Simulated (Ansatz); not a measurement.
Si (Fd-3m), PBE with spin-orbit coupling, rigid bands run with Ansatz (a first-principles code): N_c = 3.10e19 cm⁻³ at 300 K and an electron conductivity mass of 0.288 mₑ.

**Question.** For 1e17 electrons per cm³ at 300 K, place the Fermi level, estimate the Seebeck coefficient of a parabolic band with constant τ, and give mobility and conductivity for τ = 5 fs.

**Answer.** The level lies k_BT ln(N_c/n) = 0.148 eV below the conduction-band minimum. S ≈ −(k_B/e)[ln(N_c/n) + 5/2] = -710 μV/K, against -705 μV/K from the full bands (mean over directions). μ = eτ/m = 30.5 cm²/(V·s) and σ = neμ = 0.489 S/cm. τ is assumed, not computed.

Band transport and this doping are assumed; polarons and phonon drag are left out. Geometry: cell and atoms relaxed with PBEsol.
